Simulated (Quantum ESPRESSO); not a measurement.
Worked example: self-consistent single point of Mg₁₄NbSn (Amm2, 16 atoms in the cell) in Quantum ESPRESSO.

Method: vdW-DF-cx, GBRV 1.5 ultrasoft (PBE) pseudopotentials (plane waves; Quantum ESPRESSO).

```
Mg14NbSn
1.0
   10.21343     0.00000     0.00000
    0.00000     3.10098     5.48367
    0.00000    -3.10098     5.48367
Mg Nb Sn
14 1 1
Direct
  0.00000   0.16668   0.16668
  0.00000   0.66693   0.66693
  0.50000   0.16487   0.66771
  0.50000   0.66771   0.16487
  0.00000   0.16678   0.66736
  0.00000   0.66736   0.16678
  0.25258   0.34025   0.82855
  0.74742   0.82855   0.34025
  0.74742   0.34025   0.82855
  0.25258   0.82855   0.34025
  0.24699   0.33399   0.33399
  0.75301   0.33399   0.33399
  0.25318   0.82943   0.82943
  0.74682   0.82943   0.82943
  0.50000   0.66729   0.66729
  0.50000   0.16792   0.16792
```

Reference input (self-consistent single point, DFT, PBEsol, plane waves, GBRV 1.5 ultrasoft (PBESOL) pseudopotentials): ecutwfc = 40 Ry; ecutrho = 320 Ry; occupations = smearing; smearing = marzari-vanderbilt; degauss = 0.0147 Ry; K_POINTS = automatic 3 4 4 1 1 1; conv_thr = 1e-10 Ry; mixing_beta = 0.3. This run's input differs from it in these lines:

```diff
@@ -17,2 +17,3 @@
     degauss = 0.0147,
+    input_dft = 'vdw-df-cx',
 /
@@ -23,5 +24,5 @@
 ATOMIC_SPECIES
-Mg    24.3050  mg_pbesol_v1.4.uspp.F.UPF
-Nb    92.9064  nb_pbesol_v1.uspp.F.UPF
-Sn   118.7100  sn_pbesol_v1.4.uspp.F.UPF
+Mg    24.3050  mg_pbe_v1.4.uspp.F.UPF
+Nb    92.9064  nb_pbe_v1.uspp.F.UPF
+Sn   118.7100  sn_pbe_v1.4.uspp.F.UPF
 ATOMIC_POSITIONS {crystal}
```

Output (repeated stretches shortened):

```
     Self-consistent Calculation

     iteration #  1     ecut=    40.00 Ry     beta= 0.30

     total energy              =   -2029.34820328 Ry
     estimated scf accuracy    <       3.72295746 Ry

     iteration #  2     ecut=    40.00 Ry     beta= 0.30

     total energy              =   -2029.16667847 Ry
     estimated scf accuracy    <       1.90831181 Ry

     iteration #  3     ecut=    40.00 Ry     beta= 0.30

     total energy              =   -2029.03265447 Ry
     estimated scf accuracy    <       3.62742754 Ry

   [... 11 blocks of this kind left out ...]

     iteration # 15     ecut=    40.00 Ry     beta= 0.30

     total energy              =   -2029.27767504 Ry
     estimated scf accuracy    <          1.7E-10 Ry

     iteration # 16     ecut=    40.00 Ry     beta= 0.30
     End of self-consistent calculation

     the Fermi energy is     6.8999 ev

!    total energy              =   -2029.27767504 Ry
     estimated scf accuracy    <          7.1E-11 Ry
     smearing contrib. (-TS)   =      -0.00129520 Ry
     internal energy E=F+TS    =   -2029.27637984 Ry

     convergence has been achieved in  16 iterations

     Forces acting on atoms (cartesian axes, Ry/au):

     atom    1 type  1   force =     0.00000000    0.00000000   -0.00043802
     atom    2 type  1   force =     0.00000000    0.00000000    0.00050237
     atom    3 type  1   force =     0.00000000    0.00043910    0.00050668
     atom    4 type  1   force =     0.00000000   -0.00043910    0.00050668
     atom    5 type  1   force =     0.00000000   -0.00119835    0.00124295
   [... lines left out ...]

     Total force =     0.014501     Total SCF correction =     0.000010

          total   stress  (Ry/bohr**3)                   (kbar)     P=        2.68
   0.00003094   0.00000000   0.00000000            4.55        0.00        0.00
   0.00000000   0.00005190   0.00000000            0.00        7.64        0.00
   0.00000000   0.00000000  -0.00002814            0.00        0.00       -4.14

   JOB DONE.
```

The run converged in 16 iterations. Against the reference run the pressure goes from -0.46 to 0.27 GPa and the largest force goes from 0.156 to 0.150 eV/Å.

The starting cell comes from a database of computed structures (which also holds hypothetical and non-ambient phases and stackings), without a prior relaxation at this level. Its lattice was rescaled by a random factor within 2.5 % of one. Spin polarisation is off.

Cost on one core of a shared machine: roughly 10 min.
